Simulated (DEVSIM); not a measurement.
Device: Al0.4Ga0.6As/GaAs n-p heterojunction, at 400 K.

Layer 1 from the left is Al0.4Ga0.6As, thickness (μm) 0.0810, Nd (cm⁻³) 3e17, τn (s) 2.8e-9, τp (s) 2.8e-9. Layer 2 from the left is GaAs, thickness (μm) 1.30, Na (cm⁻³) 1.4e15, τn (s) 2.8e-9, τp (s) 2.8e-9.

Left contact: ohmic. Right contact: ohmic. Voltage is applied to the left contact. Recombination: SRH at mid-gap, radiative. Mobility is μmin + (μ − μmin)/(1 + (N/Nref)^α).

Constants are typed, rounded textbook-type inputs, not results; the design itself was drawn at random and stands for no fabricated device. Values at 300 K; Nc and Nv go as T^1.5, mobilities as T to minus their exponent, the gap by Varshni's rule with the affinity fixed.

Al0.4Ga0.6As: gap (eV) 1.9228, affinity (eV) 3.754, permittivity 11.76, Nc (cm⁻³) 7.93e17, Nv (cm⁻³) 9e18, μn (cm²/Vs) 3220, μp (cm²/Vs) 158, μn,min 500, μp,min 20, Nref,n 6e16, Nref,p 1.5e17, αn 0.39, αp 0.38, T exponent of μn 2.1, T exponent of μp 2.2, B (cm³/s) 2e-10, Varshni α (eV/K) 0.000541, Varshni β (K) 204. GaAs: gap (eV) 1.424, affinity (eV) 4.07, permittivity 12.9, Nc (cm⁻³) 4.7e17, Nv (cm⁻³) 9e18, μn (cm²/Vs) 8500, μp (cm²/Vs) 400, μn,min 500, μp,min 20, Nref,n 6e16, Nref,p 1.5e17, αn 0.39, αp 0.38, T exponent of μn 2.1, T exponent of μp 2.2, B (cm³/s) 2e-10, Varshni α (eV/K) 0.000541, Varshni β (K) 204.

Model (solved in DEVSIM): 1D drift-diffusion, Boltzmann statistics, complete ionisation; no tunnelling, impact ionisation, image-force lowering or self-heating. Band offsets follow the typed affinities; no thermionic-emission limit at abrupt steps, no polarisation charge.

Q: What does the simulation give for the potential step across the device at zero bias, the largest field in the device at zero bias, the dark forward voltage at 100 A/cm²?

A: potential step across the device at zero bias 1.328 V; largest field in the device at zero bias 140000 V/cm; dark forward voltage at 100 A/cm² 0.816 V.
